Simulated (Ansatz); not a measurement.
The parent structure is CdIn2Te4 (space group I-4, No. 82; a = 6.234 Å, c = 12.420 Å).

All numbers come from plane-wave PAW DFT at the PBEsol level (Ansatz, an electronic-structure program, 420 eV), without spin-orbit coupling.

Strains are applied to the cell and any free atomic positions relax.

One change was made to it. Results:

| quantity | base | after |
|---|---|---|
| energy relative to the base (free energy F) | 0 meV/atom | +11 meV/atom |
| mean gap deformation potential ΔEg/Δln V | – | 0.0 eV |
| width of the top valence band | 1.03 eV | 0.82 eV |
| pressure (mean of the normal stresses, compression positive) | 0.00 GPa | -1.42 GPa |
| valley order (the lowest conduction-band minima on the path, energy above the VBM, named in the base's zone) | Γ 0.80 eV; X (0, 0, 1/2) 1.15 eV; M (1/2, 1/2, 1/2) 1.25 eV | Γ 0.81 eV; X (0, 0, 1/2) 1.24 eV; M (1/2, 1/2, 1/2) 1.49 eV |

Problem. What was done to the base?
(A) isotropic strain +3.00 %
(B) isotropic strain +2.25 %
(C) isotropic strain +0.75 %
(D) isotropic strain +1.50 %

Solution. B, isotropic strain +2.25 %. For comparison, the valley order in the other runs: isotropic strain +0.75 % gives Γ 0.81 eV; X (0, 0, 1/2) 1.22 eV; M (1/2, 1/2, 1/2) 1.33 eV; isotropic strain +3.00 % gives Γ 0.80 eV; X (0, 0, 1/2) 1.24 eV; M (1/2, 1/2, 1/2) 1.56 eV; isotropic strain +1.50 % gives Γ 0.81 eV; X (0, 0, 1/2) 1.24 eV; M (1/2, 1/2, 1/2) 1.41 eV.

With Te present, leaving out spin-orbit coupling can change the band edges. Stability against distortions was not tested.
